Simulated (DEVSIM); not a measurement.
Structure: Mo/SiO2/n-Ge capacitor, at 300 K.

| layer (left to right) | material | thickness (nm) | Nd (cm⁻³) |
|---|---|---|---|
| 1 | SiO2 | 21.0 | - |
| 2 | Ge | 9200 | 4.2e15 |

Metal gate on the left, work function 4.6 eV. Fixed charge at the semiconductor interface -7.2e10 cm⁻² (in units of +e); no interface traps.

The device is made up for the run: typed textbook-type constants, with dimensions and the other settings drawn at random. Values at 300 K.

| parameter | SiO2 | Ge |
|---|---|---|
| gap (eV) | 9 | 0.664 |
| affinity (eV) | 0.9 | 4 |
| permittivity | 3.9 | 16 |
| Nc (cm⁻³) | - | 1.04e19 |
| Nv (cm⁻³) | - | 6e18 |

Model (solved in DEVSIM): 1D Poisson equation in equilibrium, Boltzmann statistics, complete ionisation; no quantum confinement or tunnelling. Metal contacts follow the ideal Schottky-Mott rule: no Fermi-level pinning, no interface dipoles.

The SiO2 thickness was swept, all else fixed.

```csv
SiO2 thickness (μm),minimum of the low-frequency capacitance (μF/cm²),threshold voltage (band bending 2φF) (V),flat-band voltage (V),capacitance of the dielectric stack (μF/cm²)
0.0084,0.0492,0.10,0.43,0.411
0.012,0.0463,0.08,0.44,0.288
0.015,0.0443,0.07,0.45,0.230
0.018,0.0426,0.06,0.46,0.192
0.021,0.0411,0.05,0.47,0.164
0.025,(withheld),(withheld),0.48,0.138
```

Complete the blanks.


- 0.025, minimum of the low-frequency capacitance (μF/cm²): 0.0394
- 0.025, threshold voltage (band bending 2φF) (V): 0.04
